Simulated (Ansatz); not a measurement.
Pair distribution function (total) of Si (diamond structure), cell Si64, begun in the crystal structure [in the run: it stayed crystalline; mean temperature 1338 K (target 1270 K); density 2.24 g/cm³, volume +4 % from the start crystal's; mean pressure 0.4 GPa against a target of 0; Γ point only, which a denser mesh shifts by -0.4 GPa in pressure and 0.08 eV/Å in forces], from MD at 1338 K. These are PBE (plane waves, PAW; Ansatz, an electronic-structure program) values and carry that method's errors. Volume per atom 20.80 Å³, mean pressure 0.4 GPa. 

```
r (Å) | g(r)
     1.50 |  0.00
     1.54 |  0.00
     1.58 |  0.00
     1.62 |  0.00
     1.66 |  0.00
     1.70 |  0.00
     1.74 |  0.00
     1.78 |  0.00
     1.82 |  0.00
     1.86 |  0.00
     1.90 |  0.00
     1.94 |  0.00
     1.98 |  0.00
     2.02 |  0.01
     2.06 |  0.02
     2.10 | # 0.12
     2.14 | ### 0.33
     2.18 | ####### 0.85
     2.22 | ########### 1.38
     2.26 | ################### 2.39
     2.30 | ########################## 3.39
     2.34 | ############################## 3.85
     2.38 | ############################## 3.87
     2.42 | ########################### 3.52
     2.46 | ####################### 2.92
     2.50 | ################ 2.12
     2.54 | ########### 1.46
     2.58 | ######## 1.08
     2.62 | ##### 0.62
     2.66 | ### 0.40
     2.70 | ## 0.21
     2.74 | # 0.14
     2.78 | # 0.09
     2.82 |  0.04
     2.86 |  0.02
     2.90 |  0.02
     2.94 |  0.01
     2.98 |  0.01
     3.02 |  0.01
     3.06 |  0.01
     3.10 |  0.00
     3.14 |  0.01
     3.18 |  0.02
     3.22 |  0.03
     3.26 |  0.06
     3.30 | # 0.08
     3.34 | # 0.14
     3.38 | # 0.18
     3.42 | ## 0.25
     3.46 | ### 0.39
     3.50 | #### 0.54
     3.54 | ##### 0.70
     3.58 | ####### 0.93
     3.62 | ######### 1.13
     3.66 | ########## 1.35
     3.70 | ############# 1.67
     3.74 | ############### 1.93
     3.78 | ################# 2.20
     3.82 | ################## 2.33
     3.86 | ################### 2.42
     3.90 | ################### 2.46
     3.94 | ################### 2.41
     3.98 | ################## 2.30
     4.02 | ################# 2.16
     4.06 | ############### 1.95
     4.10 | ############## 1.80
     4.14 | ############ 1.60
     4.18 | ########### 1.44
     4.22 | ########### 1.36
     4.26 | ########## 1.25
     4.30 | ########## 1.31
     4.34 | ########### 1.36
     4.38 | ########## 1.35
     4.42 | ########### 1.45
     4.46 | ########### 1.48
     4.50 | ############ 1.55
     4.54 | ############ 1.60
     4.58 | ############ 1.56
     4.62 | ############ 1.53
     4.66 | ########### 1.43
     4.70 | ########## 1.28
     4.74 | ######### 1.15
     4.78 | ######## 0.98
     4.82 | ####### 0.89
     4.86 | ###### 0.72
     4.90 | ##### 0.59
     4.94 | #### 0.48
     4.98 | ### 0.40
     5.02 | ### 0.33
     5.06 | ## 0.28
```

Question: From the above, determine where the first shell ends and the number of neighbours in it.

Answer: g is nil from 3.0 to 3.1 Å, so any cut there serves; 4.0 neighbours in the shell, from n = 4πρ∫r²g(r)dr.
